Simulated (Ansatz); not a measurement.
ZnCu in the CsCl type structure (space group Pm-3m, No. 221)

```xyz
2
Lattice="2.9083 0.0000 0.0000 0.0000 2.9083 0.0000 0.0000 0.0000 2.9083" Properties=species:S:1:pos:R:3 pbc="T T T"
Zn     1.4541     1.4541     1.4541
Cu     0.0000     0.0000     0.0000
```

Level of theory: PBEsol (Ansatz, an electronic-structure program), no SOC. Settings: 16×16×16 k-points, 0.05 eV Fermi–Dirac smearing.

```yaml
volume_per_atom: 12.30 Å³
density: 8.71 g/cm³
band_gap: zero
total_energy: -4934.941 eV/atom (σ→0; compares only within this code and set-up)
```

Whether these cells are dynamically stable was not tested. The final runs are not spin-polarised.
